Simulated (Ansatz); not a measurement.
LaZnSbO (space group P4/nmm, No. 129; a cell from a computed database, its experimental status unchecked)

```
LaZnSbO
1.0
    4.18685     0.00000     0.00000
    0.00000     4.18685     0.00000
    0.00000     0.00000     9.41917
La Zn Sb O
2 2 2 2
Direct
  0.00000   0.50000   0.87803
  0.50000   0.00000   0.12197
  0.00000   0.00000   0.50000
  0.50000   0.50000   0.50000
  0.50000   0.00000   0.68126
  0.00000   0.50000   0.31874
  0.50000   0.50000   0.00000
  0.00000   0.00000   0.00000
```

Computed with PBEsol, PAW, 420 eV (Ansatz, an electronic-structure program; spin-orbit coupling left out). k-mesh 11×11×5 (Γ-centred); smearing 0.05 eV (Fermi–Dirac).

| Property | Value |
|---|---|
| Volume per atom | 20.64 Å³ |
| Density | 6.88 g/cm³ |
| Band gap | zero |
| Total energy | -4103.912 eV/atom (σ→0; compares only within this code and set-up) |

With Sb present, leaving out spin-orbit coupling can change the band edges. Whether these cells are dynamically stable was not tested. All final runs are without spin polarisation. The zero or small gap of LaZnSbO can change with the level of theory.
